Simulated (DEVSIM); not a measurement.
# GaN p-n junction from an implanted or diffused profile

System: GaN p-n junction from an implanted or diffused profile, at 300 K.

```csv
layer (left to right),material,thickness (μm),Nd (cm⁻³),τn (s),τp (s)
1,GaN,160,5.9e14,6.3e-10,6.3e-10
```

Added acceptor profile: 6.2e16 cm⁻³ × exp(−(x − 0 μm)²/(2·(0.25 μm)²)). Left contact: ohmic. Right contact: ohmic. Voltage is applied to the left contact. Recombination: SRH at mid-gap, radiative, Auger. Mobility is μmin + (μ − μmin)/(1 + (N/Nref)^α).

Constants are typed, rounded textbook-type inputs, not results; the design itself was drawn at random and stands for no fabricated device. Values at 300 K.

```tsv
parameter	GaN
gap (eV)	3.43
affinity (eV)	4.1
permittivity	9.5
Nc (cm⁻³)	2.3e18
Nv (cm⁻³)	4.6e19
μn (cm²/Vs)	1200
μp (cm²/Vs)	100
μn,min	55
μp,min	3
Nref,n	2e17
Nref,p	3e17
αn	1
αp	2
B (cm³/s)	1e-11
Cn (cm⁶/s)	1e-30
Cp (cm⁶/s)	1e-30
```

Model (solved in DEVSIM): 1D drift-diffusion, Boltzmann statistics, complete ionisation; no tunnelling, impact ionisation, image-force lowering or self-heating.

The potential step across the device at zero bias comes out as 3.045 V. The dark forward voltage at 1 A/cm² is 2.999 V.

Dark forward current:

| V (V) | J (A/cm²) |
|---|---|
| 1.50 | 5.2e-13 |
| 1.85 | 5.3e-10 |
| 2.00 | 1.0e-8 |
| 2.15 | 2.1e-7 |
| 2.25 | 1.6e-6 |
| 2.40 | 3.3e-5 |
| 2.55 | 0.00073 |
| 2.70 | 0.018 |
| 2.85 | 0.28 |
| 3.00 | 1.0 |
| 3.10 | 1.6 |
| 3.25 | 2.5 |
| 3.40 | 3.5 |
| 3.55 | 4.5 |
| 3.70 | 5.5 |
| 3.85 | 6.6 |
| 3.95 | 7.2 |
| 4.10 | 8.3 |
| 4.25 | 9.3 |
| 4.40 | 10 |

Small-signal capacitance in reverse bias (quasi-static):

```tsv
V (V)	C (nF/cm²)
-0.1	3.47
-0.25	3.39
-0.5	3.27
-0.75	3.16
-1	3.06
-1.5	2.89
-2	2.74
-2.5	2.62
-3.25	2.46
-4	2.32
-5	2.17
```
